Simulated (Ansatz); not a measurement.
Data:

```xyz
2
Lattice="0.0000 2.3650 2.3650 2.3650 0.0000 2.3650 2.3650 2.3650 0.0000" Properties=species:S:1:pos:R:3 pbc="T T T"
As     3.5475     3.5475     3.5475
B      0.0000     0.0000     0.0000
```

No spin polarisation.

Calculations: Kohn–Sham DFT with the r2SCAN functional, run in Ansatz (a quantum-chemistry and plane-wave program) with PAW and 500 eV plane waves, no SOC, earlier PAW set. k-mesh 12×12×12 (Γ-centred); smearing 0.05 eV (Fermi–Dirac).

### Question
What is the computed hole mass (degenerate bands, along [100])?

### Answer
0.21, 0.21, 0.22 mₑ (at Γ).

### Question
Predict the band gap.

### Answer
1.34 eV.

Load acts through the strain it causes; cell and atoms are relaxed under it. Effective masses come from finite differences of ±0.01 Å⁻¹. Whether these cells are dynamically stable was not tested. No other phases were tried under pressure. The cell was made from BAs in the zinc blende structure (space group F-43m, No. 216) by this change: pressure 5 GPa.
